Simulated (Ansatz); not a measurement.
The starting structures come from a database of crystals and need not be the phases stable at ambient conditions.

Tunnelling through a barrier is set by its complex band structure: the current falls as exp(−2κd) with the smallest κ.

Consider the following.

```
CELL_PARAMETERS angstrom
      4.46632     0.00000     0.00000
      0.00000     7.32790     0.00000
      0.00000     0.00000     8.66714
ATOMIC_POSITIONS crystal
  Tl 0.75000 0.81219 0.00582
  Tl 0.25000 0.18781 0.99418
  Tl 0.25000 0.31219 0.49418
  Tl 0.75000 0.68781 0.50582
  Ag 0.75000 0.08334 0.68613
  Ag 0.25000 0.91666 0.31387
  Ag 0.25000 0.58334 0.81387
  Ag 0.75000 0.41666 0.18613
  S  0.75000 0.39990 0.81725
  S  0.25000 0.60010 0.18275
  S  0.25000 0.89990 0.68275
  S  0.75000 0.10010 0.31725
```

Space group of this cell: Pnma. The cell is taken as given; by r2SCAN its mean pressure is -1.3 GPa.

Transport runs along the normal of the first two printed cell vectors.

The gap is the functional's own, uncorrected, and κ follows it; spin-orbit coupling is left out. Mid-gap values are interpolated between the computed energies.

Compute, with r2SCAN (Ansatz, a first-principles code), the band gap and the smallest decay constant κ at mid-gap.

Gap 1.00 eV on a 8×4×4 mesh; κ = 0.169 1/Å, at (0.500, 0.500) of the in-plane reciprocal vectors. At the zone centre, at the nearest computed energy, the slowest state has κ = 0.18 1/Å.
